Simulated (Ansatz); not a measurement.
# GaAs: isotropic strain +1.50 %

Base system: GaAs in the zinc blende structure (space group F-43m, No. 216; a = 5.6028 Å).

Perturbation: the cell is scaled by 1.0150 in all directions, atoms relaxed at fixed cell.

Level of theory: LDA (Ansatz, an electronic-structure program), scalar-relativistic without spin-orbit coupling. k-mesh 10×10×10 (Γ-centred); smearing 0.05 eV (Fermi–Dirac).

```tsv
quantity	base	changed	shift
volume per atom	21.98 Å³	22.99 Å³	+1.004 Å³
space group	F-43m (No. 216)	F-43m (No. 216)	–
energy relative to the base (free energy F)	0 meV/atom	+9.7 meV/atom	+9.7 meV/atom
pressure	0.01 GPa	-2.97 GPa	-2.98 GPa
band gap	0.49 eV	0.16 eV	-0.33 eV
gap character	direct at Γ	direct at Γ	–
mean gap deformation potential ΔEg/Δln V	–	-7.5 eV	–
width of the top valence band	3.49 eV	3.28 eV	-0.21 eV
valley order (the lowest conduction-band minima on the path, energy above the VBM, named in the base's zone)	Γ 0.49 eV; L along ⟨111⟩ 0.92 eV; a point along ⟨100⟩, about 1.0 Å⁻¹ from Γ 1.26 eV	Γ 0.16 eV; L along ⟨111⟩ 0.80 eV; a point along ⟨100⟩, about 1.0 Å⁻¹ from Γ 1.33 eV	–
```

Final structure:

```
CELL_PARAMETERS angstrom
      0.00000     2.84342     2.84342
      2.84342     0.00000     2.84342
      2.84342     2.84342     0.00000
ATOMIC_POSITIONS crystal
  Ga 0.00000 0.00000 0.00000
  As 0.25000 0.25000 0.25000
```

Cost of the whole job for the changed cell (relaxation, final SCF and bands): very roughly 10 core-seconds.

Gaps are read on the SCF mesh and a high-symmetry path. No phonon test of stability was made. The zero or small gap of GaAs under isotropic strain +1.50 % can change with the level of theory.
